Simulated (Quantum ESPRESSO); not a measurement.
Pressure against volume in hcp Mg (space group 194) (Quantum ESPRESSO, PBE)

```yaml
crystal:
  lattice:
    - [3.15292, 0.00000, 0.00000]
    - [-1.57646, 2.73051, 0.00000]
    - [0.00000, 0.00000, 5.11736]
  atoms:
    - { symbol: Mg, position: [0.66667, 0.33333, 0.75000] }
    - { symbol: Mg, position: [0.33333, 0.66667, 0.25000] }
```

Computed with PBE, PSlibrary PAW (PBE) pseudopotentials (plane waves; Quantum ESPRESSO). Settings: ecutwfc = 143 Ry; ecutrho = 858 Ry; occupations = smearing; smearing = fd; degauss = 0.0036749 Ry; potentials = {Mg: Mg.pbe-spn-kjpaw_psl.1.0.0.UPF}; K_POINTS = automatic 21 21 11 0 0 0; conv_thr = 1e-10 Ry; mixing_beta = 0.7. The cell above is the first row's. The rows scale it uniformly. In all rows fractional positions and the k mesh are held.

```csv
V (Å^3/atom),P (GPa)
22.028,1.53
22.507,0.66
22.986,-0.12
23.465,-0.83
23.943,-1.47
24.422,-2.04
24.901,-2.55
25.380,-3.01
25.859,?
```

Fit P of the 8 rows that show it with a cubic. With u = V - 23.7, the rows have u = -1.6720, -1.1930, -0.7140, -0.2350, 0.2430, 0.7220, 1.2010, 1.6800. Least squares gives P = -1.152 - 1.3320·u + 0.1488·u² - 0.00826·u³. Residuals (row less fit): 0.000, -0.003, 0.002, 0.001, -0.003, -0.001, 0.001, -0.001; standard error 0.003 (degrees of freedom: 4). The fitted pressure is zero at V0 = 22.91, where dP/dV = -1.583, so B0 = -V0·dP/dV = 36.3 GPa.

Task: Predict the withheld P at V = 25.859 from the fit, and compare with the calculation.

Result: u = 2.1590, so P = -1.152 - 1.3320 × 2.1590 + 0.1488 × 2.1590² - 0.00826 × 2.1590³ = -3.417 GPa. The calculation gives -3.43 GPa, 0.013 GPa below the prediction (0.3 % of the range of P in the table). The row lies outside the fitted rows, so this is an extrapolation. From the scatter of the fitted rows alone, a prediction at this place has a standard error of 0.007 GPa, so the miss is 1.9 times that.

Carrying the step between the two nearest rows on in a straight line would have given -3.47, off by 0.04; series whose last step already gives the withheld value aren't shown. The scan was laid around a cell of about the measured size, scaled by a guess for this functional; axis ratios and inner coordinates come from that cell. The runs keep the symmetry of the cell, so they don't test it for distortions. The shape of the cell and the inner coordinates aren't relaxed, so V0 and B0 belong to this uniform scaling; a relaxed crystal lies no higher in energy and is usually softer. Cutoffs and mesh are single choices, not tested for convergence of this quantity. Series with a scatter that would blur these digits, or in which a gap closes, are not shown.
